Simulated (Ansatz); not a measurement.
**By hand: formation energy of TaSi2 (P6₂22) from the elements**

We look at the formation energy of TaSi2 (P6₂22) from the elements. Reaction: 2 Si (diamond) + Ta (bcc) → TaSi2 (P6₂22). Negative: the products are lower in energy. The value is per atom of the solid.

TaSi2 (P6₂22), 9 atoms in the cell. Conventional cell: a = b = 4.805 Å, c = 6.598 Å, α = β = 90.00°, γ = 120.00°.

Ansatz (a first-principles code) with PAW potentials; structures come from PBE relaxations, nuclei static, no net charge. Ansatz runs with its default PAW set. Other levels take these structures. The lattices are those relaxed with PBE, so at other levels the solids can be strained, which adds to the spread. A dispersion term (D3(BJ), or D4 for r2SCAN) was computed beside these levels and is taken off wherever the name lacks it. The runs are scalar-relativistic, without spin-orbit coupling.

Total energies of the cells in eV, at zero smearing width. They compare only within one column; the weights balance every element.

```
cell           atoms  weight        r2SCAN     r2SCAN+D4
-------------  -----  ------  ------------  ------------
TaSi2 (P6₂22)      9      +1  -33671.46362  -33672.74610
Si (diamond)       2      −3   -1278.13039   -1278.36436
Ta (bcc)           1      −3   -9944.31688   -9944.41330
```

r2SCAN: (-33671.46362) − 3 × (-1278.13039) − 3 × (-9944.31688) = -4.122 eV; dividing by 9 atoms gives -0.46 eV/atom.

r2SCAN+D4: (-33672.74610) − 3 × (-1278.36436) − 3 × (-9944.41330) = -4.413 eV; dividing by 9 atoms gives -0.49 eV/atom.

What follows from the r2SCAN value: A formula unit of TaSi2 has 3 atoms, so it forms with -0.4580 × 3 = -1.374 eV, or -132.6 kJ/mol at 96.485 kJ/mol per eV.
